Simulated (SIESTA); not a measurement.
Worked example: self-consistent single point of LaB6 (Pm-3m, 7 atoms in the cell) in SIESTA.

Computed with GGA PBE, numerical atomic orbitals DZP, PseudoDojo PBE standard norm-conserving potentials (rewritten from UPF to PSML) run with SIESTA.

```xyz
7
Lattice="4.1862 0.0000 0.0000 0.0000 4.1862 0.0000 0.0000 0.0000 4.1862" Properties=species:S:1:pos:R:3 pbc="T T T"
La     0.0000     0.0000     0.0000
B      3.3495     2.0931     2.0931
B      0.8367     2.0931     2.0931
B      2.0931     3.3495     2.0931
B      2.0931     0.8367     2.0931
B      2.0931     2.0931     3.3495
B      2.0931     2.0931     0.8367
```

Reference input (self-consistent single point, DFT, GGA PBE, numerical atomic orbitals DZP, PseudoDojo PBE standard norm-conserving potentials (rewritten from UPF to PSML)): XC.functional = GGA; XC.authors = PBE; potentials = PseudoDojo PBE standard; PAO.BasisSize = DZP; PAO.EnergyShift = 0.01 Ry; MeshCutoff = 300 Ry; kgrid.MonkhorstPack = 7 7 7; OccupationFunction = MP; OccupationMPOrder = 0; ElectronicTemperature = 136 meV; MaxSCFIterations = 150; SCF.Mixer.Method = Pulay. This run's input differs from it in these lines:

```diff
@@ -33,5 +33,5 @@
 %block kgrid.MonkhorstPack
-    7   0   0  0.0
-    0   7   0  0.0
-    0   0   7  0.0
+    5   0   0  0.0
+    0   5   0  0.0
+    0   0   5  0.0
 %endblock kgrid.MonkhorstPack
```

Output (repeated stretches shortened):

```
        iscf     Eharris(eV)        E_KS(eV)     FreeEng(eV)     dDmax    Ef(eV) dHmax(eV)
   scf:    1    -1403.114324    -1433.102539    -1433.130817  1.764089 -5.582046  7.025230
   scf:    2    -1438.085651    -1435.831584    -1435.856525  0.103384 -5.439083  3.900422
   scf:    3    -1437.404879    -1437.013346    -1437.034949  0.117265 -5.396573  0.287268
   scf:    4    -1436.956014    -1437.004744    -1437.025561  0.012772 -5.387474  0.562410
   scf:    5    -1437.029207    -1437.032592    -1437.052905  0.021087 -5.389674  0.205153
   scf:    6    -1437.035560    -1437.035200    -1437.055605  0.007550 -5.387291  0.034377
   scf:    7    -1437.035267    -1437.035234    -1437.055629  0.000336 -5.387426  0.026939
   scf:    8    -1437.035330    -1437.035294    -1437.055674  0.001179 -5.388264  0.001482
   scf:    9    -1437.035295    -1437.035295    -1437.055674  0.000021 -5.388289  0.000718
SCF Convergence by DM+H criterion
max |DM_out - DM_in|         :     0.0000207816
max |H_out - H_in|      (eV) :     0.0007180727
SCF cycle converged after 9 iterations

Using DM_out to compute the final energy and forces

siesta: E_KS(eV) =            -1437.0353

siesta: E_KS - E_eggbox =     -1437.0353

siesta: Atomic forces (eV/Ang):
     1    0.000000   -0.000000    0.000000
     2   -0.137745   -0.000000    0.000000
     3    0.137745   -0.000000    0.000000
     4    0.000000   -0.137745    0.000000
     5    0.000000    0.137745    0.000000
     6    0.000000    0.000000   -0.137745
     7    0.000000    0.000000    0.137745
   Tot    0.000000    0.000000    0.000000
   Max    0.137745
   Res    0.073628    sqrt( Sum f_i^2 / 3N )
   Max    0.137745    constrained

   [... lines left out ...]
siesta: FreeEng =     -1437.055674
siesta: Cell volume =         73.362519 Ang**3
siesta:           3.75126667         11.31022876  kBar
   [... lines left out ...]
   [... 9 lines left out ...]

mulliken: Qtot =       29.000

Mulliken Atomic Populations:
Atom #   charge [q] valence [e]  Species
     1     1.157600    9.842400  La
     2    -0.192934    3.192934  B
     3    -0.192934    3.192934  B
     4    -0.192933    3.192933  B
     5    -0.192933    3.192933  B
     6    -0.192933    3.192933  B
     7    -0.192933    3.192933  B
 Total    -0.000000
```

The run converged in 9 iterations. Against the reference run the free energy is nearly the same (within 1 meV/atom), the pressure hardly changes (0.46 to 0.38 GPa) and the largest force goes from 0.101 to 0.138 eV/Å.

The starting cell comes from a database of computed structures (which also holds hypothetical and non-ambient phases and stackings), without a prior relaxation at this level. Its lattice was rescaled by a random factor within 2.5 % of one. Values carry the incompleteness of an atom-centred basis.

Cost on one core of a shared machine: roughly 80 s.
